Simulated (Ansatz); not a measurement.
Consider Al2O3 in the corundum structure (space group R-3c, No. 167; a = 4.809 Å, c = 13.124 Å (hexagonal axes)).

All numbers come from Ansatz (a first-principles code) PBE, no spin-orbit coupling.

One change was made to it. Results:

| quantity | base | after |
|---|---|---|
| density | 3.87 g/cm³ | 4.30 g/cm³ |
| width of the top valence band | 0.60 eV | 0.76 eV |
| gap character | direct at Γ | direct at Γ |
| valence-band top at Γ (three highest levels, from the VBM) | 0.00, -0.03, -0.03 eV | 0.00, -0.11, -0.11 eV |

### Question
Which change produced these results?
A) pressure 30 GPa
B) pressure 4.5 GPa
C) pressure 0.9 GPa
D) pressure 2.1 GPa

### Answer
A, pressure 30 GPa. For comparison, the valence-band top at Γ in the other runs: pressure 0.9 GPa gives 0.00, -0.03, -0.03 eV; pressure 4.5 GPa gives 0.00, -0.04, -0.04 eV; pressure 2.1 GPa gives 0.00, -0.04, -0.04 eV.

Load acts through the strain it causes; cell and atoms are relaxed under it. Stability against distortions was not tested. No other phases were tried under pressure.
